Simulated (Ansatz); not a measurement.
Tunnelling through a barrier is set by its complex band structure: the current falls as exp(−2κd) with the smallest κ.

Consider the following.

```
LiTaO3
1.0
    5.23664     0.00000     0.00000
    2.61832     4.93478     0.00000
    2.61832    -1.38924     4.31704
Li Ta O
2 2 6
Direct
  0.43356   0.84966   0.28322
  0.43356   0.34966   0.78322
  0.00109   0.99837   0.99946
  0.00109   0.49837   0.49946
  0.51896   0.70551   0.61431
  0.16122   0.70551   0.22447
  0.90880   0.70551   0.86673
  0.16122   0.20551   0.11431
  0.90880   0.20551   0.72447
  0.51896   0.20551   0.36673
```

The cell is strained (all lengths scaled by 1.02); by PBEsol it stands under a pressure of -13.1 GPa.

Transport runs along the normal of the first two printed cell vectors, the (101) plane of the conventional cell.

The gap is the functional's own. No spin-orbit coupling. Mid-gap values are those at the computed energy nearest the middle.

Problem. State the band gap and the smallest decay constant κ at mid-gap according to Ansatz (a program for electronic structure) with PBEsol.

Solution. Gap 3.57 eV on a 8×8×8 mesh; κ = 0.380 1/Å, at the zone centre.
